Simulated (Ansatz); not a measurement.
## BP: pressure series

The reference is BP in the zinc blende structure (space group F-43m, No. 216; a = 4.536 Å).

Cell and atoms are relaxed at each pressure.

Level of theory: r2SCAN (Ansatz, a quantum-chemistry and plane-wave program, PAW, without spin-orbit coupling), earlier PAW set.

```json
[
 {"pressure (GPa)": "-2", "volume per atom (Å³/atom)": "11.810"},
 {"pressure (GPa)": "-1", "volume per atom (Å³/atom)": "11.738"},
 {"pressure (GPa)": "0", "volume per atom (Å³/atom)": "11.669"},
 {"pressure (GPa)": "3", "volume per atom (Å³/atom)": "11.471"},
 {"pressure (GPa)": "7", "volume per atom (Å³/atom)": "?"},
 {"pressure (GPa)": "15", "volume per atom (Å³/atom)": "10.807"},
 {"pressure (GPa)": "30", "volume per atom (Å³/atom)": "10.172"},
 {"pressure (GPa)": "50", "volume per atom (Å³/atom)": "9.525"},
 {"pressure (GPa)": "75", "volume per atom (Å³/atom)": "8.908"}
]
```

Problem. Fit the third-order Birch–Murnaghan form P(V) = (3B₀/2)[(V₀/V)^(7/3) − (V₀/V)^(5/3)]·[1 + (3/4)(B₀′ − 4)((V₀/V)^(2/3) − 1)] (squares taken in P) to the rows shown and predict the withheld row.

Solution. Least squares on the printed values gives V₀ = 11.669 Å³/atom, B₀ = 170 GPa, B₀′ = 3.7; this predicts 11.230 Å³/atom, and the run gives 11.229 Å³/atom, in agreement.

Measured bulk modulus of BP: 176.5 GPa (static lattice; corrected from measurement; as listed in Tamar Goldzak et al., The Journal of Chemical Physics (2022)); the computed value is 4 % below it.

Load acts through the strain it causes; cell and atoms are relaxed under it. Whether these cells are dynamically stable was not tested. No other phases were tried under pressure.
